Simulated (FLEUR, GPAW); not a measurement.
A FLEUR input for a self-consistent single point of BW (I4_1/amd, 8 atoms in the cell) (DFT, PBEsol, all-electron FLAPW (FLEUR), scalar-relativistic valence):

Input of the input generator:

```
BW
&input film=f /
-1.5499040000 1.5499040000 8.3760580000
1.5499040000 -1.5499040000 8.3760580000
1.5499040000 1.5499040000 -8.3760580000
1.8897261246
1.0 1.0 1.0

8
5 0.4063100000 0.9063100000 0.5000000000
5 0.6563100000 0.6563100000 0.0000000000
5 0.3436900000 0.3436900000 0.0000000000
5 0.0936900000 0.5936900000 0.5000000000
74 0.5531200000 0.0531200000 0.5000000000
74 0.8031200000 0.8031200000 -0.0000000000
74 0.1968800000 0.1968800000 -0.0000000000
74 0.9468800000 0.4468800000 0.5000000000

&comp jspins=1 /
&exco xctyp='PBEs' /
&kpt div1=7 div2=7 div3=7 /
&end /
```

```xml
<?xml version="1.0" encoding="UTF-8" standalone="no"?>
<fleurInput fleurInputVersion="0.39">
   <comment>
      BW                                                                                                  
   </comment>
   <calculationSetup>
      <cutoffs Kmax="4.3" Gmax="12.9" GmaxXC="12.9" numbands="0"/>
      <scfLoop itmax="60" minDistance="0.00001" maxIterBroyd="15" imix="Anderson" alpha="0.05" precondParam="0.0" spinf="2.0"/>
      <coreElectrons ctail="T" frcor="F" kcrel="0" coretail_lmax="0"/>
      <xcFunctional name="PBEs" relativisticCorrections="F"/>
      <magnetism jspins="1"/>
      <soc l_soc="F" theta="0.0" phi="0.0" spav="F"/>
      <expertModes spex="0" secvar="F"/>
      <geometryOptimization l_f="T" forcealpha="1.0" forcemix="BFGS" epsdisp="0.00001" epsforce="0.00001"/>
      <ldaU l_linMix="F" mixParam="0.05" spinf="1.0"/>
   </calculationSetup>
   <cell>
      <bzIntegration valenceElectrons="68.0" mode="hist" fermiSmearingEnergy="0.00367493">
         <kPointListSelection listName="default-1"/>
         <!-- k-points included here -->
         <xi:include xmlns:xi="http://www.w3.org/2001/XInclude" href="kpts.xml"> </xi:include>
      </bzIntegration>
      <!-- symmetry operations included here -->
      <xi:include xmlns:xi="http://www.w3.org/2001/XInclude" href="sym.xml"> </xi:include>
      <bulkLattice scale="1.0">
         <bravaisMatrix>
            <row-1>   -2.9288940794220379     2.9288940794220379    15.8284556237648264</row-1>
            <row-2>    2.9288940794220379    -2.9288940794220379    15.8284556237648264</row-2>
            <row-3>    2.9288940794220379     2.9288940794220379   -15.8284556237648264</row-3>
         </bravaisMatrix>
      </bulkLattice>
   </cell>
   <atomSpecies>
      <species name="Boron (B)" element="B" atomicNumber="5">
         <mtSphere radius="1.61" gridPoints="569" logIncrement="0.018"/>
         <atomicCutoffs lmax="6" lnonsphr="4"/>
         <electronConfig flipSpins="F">
            <coreConfig>(1s1/2)</coreConfig>
            <valenceConfig>(2s1/2) (2p1/2) (2p3/2)</valenceConfig>
            <stateOccupation state="(2p1/2)" spinUp="0.1666666666667" spinDown="0.1666666666667"/>
            <stateOccupation state="(2p3/2)" spinUp="0.3333333333333" spinDown="0.3333333333333"/>
         </electronConfig>
         <energyParameters s="2" p="2" d="3" f="4"/>
      </species>
      <species name="Tungsten (W)" element="W" atomicNumber="74">
         <mtSphere radius="2.34" gridPoints="827" logIncrement="0.016"/>
         <atomicCutoffs lmax="10" lnonsphr="8"/>
         <electronConfig flipSpins="F">
            <coreConfig>(1s1/2) (2s1/2) (2p1/2) (2p3/2) (3s1/2) (3p1/2) (3p3/2) (4s1/2) (3d3/2) (3d5/2) (4p1/2) (4p3/2) (4d3/2) (4d5/2) (4f5/2) (4f7/2)</coreConfig>
            <valenceConfig>(5s1/2) (5p1/2) (5p3/2) (6s1/2) (5d3/2) (5d5/2)</valenceConfig>
            <stateOccupation state="(5d3/2)" spinUp="0.8" spinDown="0.8"/>
            <stateOccupation state="(5d5/2)" spinUp="1.2" spinDown="1.2"/>
         </electronConfig>
         <energyParameters s="6" p="6" d="5" f="5"/>
         <lo type="SCLO" l="0" n="5" eDeriv="0"/>
         <lo type="SCLO" l="1" n="5" eDeriv="0"/>
      </species>
   </atomSpecies>
   <atomGroups>
      <atomGroup species="Boron (B)">
         <relPos label="                   1">-.4686900000 -.2186900000 1.000/4.000</relPos>
         <relPos label="                   2">-.2186900000 -.4686900000 -1.000/4.000</relPos>
         <relPos label="                   3">.4686900000 .2186900000 -1.000/4.000</relPos>
         <relPos label="                   4">.2186900000 .4686900000 1.000/4.000</relPos>
         <force calculate="T" relaxXYZ="TTT"/>
      </atomGroup>
      <atomGroup species="Tungsten (W)">
         <relPos label="                   5">-.3218800000 -.0718800000 1.000/4.000</relPos>
         <relPos label="                   6">-.0718800000 -.3218800000 -1.000/4.000</relPos>
         <relPos label="                   7">.3218800000 .0718800000 -1.000/4.000</relPos>
         <relPos label="                   8">.0718800000 .3218800000 1.000/4.000</relPos>
         <force calculate="T" relaxXYZ="TTT"/>
      </atomGroup>
   </atomGroups>
   <output dos="F" band="F" slice="F">
      <checks vchk="F" cdinf="F"/>
      <bandDOS minEnergy="-.5*Htr" maxEnergy="0.5*Htr" sigma="0.015" storeEVData="T"/>
      <vacuumDOS vacdos="F" integ="F" star="F" nstars="0" locx1="0.0" locy1="0.0" locx2="0.0" locy2="0.0" nstm="0" tworkf="0.0"/>
      <unfoldingBand unfoldBand="F" supercellX="1" supercellY="1" supercellZ="1"/>
      <plotting iplot="0" polar="F">
         <plot TwoD="T" vec1="  1.0  0.0  0.0" vec2="  0.0  1.0  0.0" vec3="  0.0  0.0  1.0" zero="  0.0  0.0  0.0" file="plot"/>
      </plotting>
      <chargeDensitySlicing numkpt="0" minEigenval="0.0" maxEigenval="0.0" nnne="0" pallst="F"/>
      <specialOutput eonly="F"/>
      <magneticCircularDichroism mcd="F" energyLo="-10.0" energyUp="0.0"/>
   </output>
  <!-- We include the file relax.xml here to enable relaxations (see documentation) -->
  <xi:include xmlns:xi="http://www.w3.org/2001/XInclude" href="relax.xml"> <xi:fallback/> </xi:include>
</fleurInput>
```

Question: Give the GPAW input for the same structure, mesh, smearing and functional.

Answer: This is the input that was run; spellings and numerical settings could be chosen otherwise.

```python
from ase import Atoms
from ase.units import GPa
from gpaw import GPAW, PW, FermiDirac

atoms = Atoms(['B', 'B', 'B', 'B', 'W', 'W', 'W', 'W'],
              cell=[[-1.549904, 1.549904, 8.376058],
                    [1.549904, -1.549904, 8.376058],
                    [1.549904, 1.549904, -8.376058]],
              scaled_positions=[[0.406310, 0.906310, 0.500000],
                                [0.656310, 0.656310, 0.000000],
                                [0.343690, 0.343690, 0.000000],
                                [0.093690, 0.593690, 0.500000],
                                [0.553120, 0.053120, 0.500000],
                                [0.803120, 0.803120, 0.000000],
                                [0.196880, 0.196880, 0.000000],
                                [0.946880, 0.446880, 0.500000]],
              pbc=True)

calc = GPAW(mode=PW(900),
            xc='PBEsol',
            kpts=(7, 7, 7),
            occupations=FermiDirac(0.1),
            nbands=-12,
            symmetry={'symmorphic': False, 'tolerance': 0.0005},
            maxiter=120,
            txt='-')

atoms.calc = calc

energy = atoms.get_potential_energy()
print('Energy (eV):', round(energy, 6))
forces = atoms.get_forces()
print('Forces (eV/Ang):')
print(forces.round(5))
stress = atoms.get_stress()
print('Stress (GPa, Voigt):', (stress / GPa).round(4))
```

Basis, cutoffs, solver keys and any potentials are the target program's own. This input uses DFT PBEsol, plane waves, GPAW PAW datasets PBEsol (made by gpaw-setup).

The starting cell comes from a database of computed structures (which also holds hypothetical and non-ambient phases and stackings), without a prior relaxation at this level. Its lattice was rescaled by a random factor within 2.5 % of one.
